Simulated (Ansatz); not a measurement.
How the lattice parameter a of CuPd (R-3m, No. 166, 2 atoms in the cell; start mp-1225701; a measured phase of this formula has another space group) moves with the method

No measured value is used here.

```tsv
level (code)	value (Å)
LDA (Ansatz)	2.655
PBEsol (Ansatz)	2.682
r²SCAN (Ansatz)	2.705
```

The crystal itself was run without spin with LDA, PBEsol, r²SCAN; a magnetic state was not tried in these runs. LDA, PBEsol, r²SCAN: the run has no spin polarisation, so it can have missed a magnetic state. LDA, PBEsol, r²SCAN: the relaxation could not lower the start's symmetry, so the cell can be a saddle point above a distorted one. Cutoffs differ between the levels. Ansatz's density-functional and Hartree–Fock values are scalar-relativistic unless marked +SOC, with PAW data made under PBE.

A start named mp-… is a Materials Project structure, which need not be a measured phase.

Ansatz is a quantum-chemistry and plane-wave program.
